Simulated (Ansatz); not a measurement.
Base system: Os in the hcp (Mg type) structure (space group P6_3/mmc, No. 194; a = 2.754 Å, c = 4.347 Å; relaxed with 0.1 eV smearing). Axes: x lies along a and z along c of the hexagonal cell.

Calculations: PBE (Ansatz, a first-principles code, PAW, no spin-orbit coupling).

Before the change:

The shortest interatomic distance is 2.693 Å.

Modification: biaxial strain −1.50 %, plane normal [001], relaxed out of plane (Cartesian); in-plane vectors clamped, the third vector and the atoms free.

Problem. Estimate the effect on the out-of-plane strain, in-plane stress and shortest interatomic distance.

Solution. The out-of-plane strain is +0.80 %; the mean in-plane stress (compression positive) comes out as +13.7 GPa; the shortest interatomic distance remains 2.693 Å.

Stability against distortions was not tested. All final runs are without spin polarisation.
